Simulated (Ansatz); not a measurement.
Structures of equal composition on the (111) surface of fcc Al: a layer of Sc in place of the second plane; a layer of Sc in place of the third plane. The slabs share one bottom face, and each structure is named by its start. These are constructed structures in small cells; real faces may alloy, dewet or reconstruct in larger ones, and not all known structures of the face are among them. Slabs of about 12 Å, Fermi-Dirac smearing of 0.1 eV. Bottom of the slabs: a bare face, its two planes held. Relaxed from the named starts with such symmetry as they have, on meshes of like density; energies extrapolated to zero smearing; spin only where a row says so; no spin-orbit coupling, no U. Brackets mark spin-polarised runs, whose order is one that fits the cell.

Calculation: PBE (plane waves to 420 eV, PAW; Ansatz, a first-principles code).

Question: Rank these by energy per 1x1 cell (lowest first), as PBE gives it.

Answer: a layer of Sc in place of the third plane (0.000 eV), a layer of Sc in place of the second plane (0.107 eV)
